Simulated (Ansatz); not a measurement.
# ZrO2 with two functionals, pressure 0.9 GPa

Base system: ZrO2 (space group P4_2/nmc, No. 137; a = 3.621 Å, c = 5.283 Å).

(Cell as relaxed with PBE.)

Levels (all Ansatz, a quantum-chemistry and plane-wave program, PAW): PBE (420 eV, no spin-orbit coupling); r2SCAN (500 eV, no spin-orbit coupling).

Each level relaxes its own structure.

| base | PBE | r2SCAN |
|---|---|---|
| volume per atom | 11.54 Å³ | 11.30 Å³ |
| lattice parameter a | 3.621 Å | 3.601 Å |
| band gap | 4.04 eV | 4.60 eV |

Perturbation: a hydrostatic pressure of 0.9 GPa.

```json
[
 {"quantity": "smallest direct gap", "PBE": "4.14 eV", "r2SCAN": "4.72 eV"},
 {"quantity": "lattice parameter a", "PBE": "3.616 Å", "r2SCAN": "3.597 Å"},
 {"quantity": "electron mass", "PBE": "2.3 mₑ along c, 0.61 mₑ across (at Γ)", "r2SCAN": "2.2 mₑ along c, 0.63 mₑ across (at Γ)"},
 {"quantity": "band gap", "PBE": "4.04 eV", "r2SCAN": "4.60 eV"}
]
```

PBE's smallest direct gap lies 0.58 eV below r2SCAN's; PBE's lattice parameter a lies 0.019 Å above r2SCAN's (0.5 %); PBE's band gap lies 0.56 eV below r2SCAN's. Neither level is exact; r2SCAN is the comparison here, not a measurement.

Load acts through the strain it causes; cell and atoms are relaxed under it. Effective masses come from finite differences of ±0.01 Å⁻¹. Whether these cells are dynamically stable was not tested. This is not the structure that ZrO2 has at room temperature and ambient pressure.
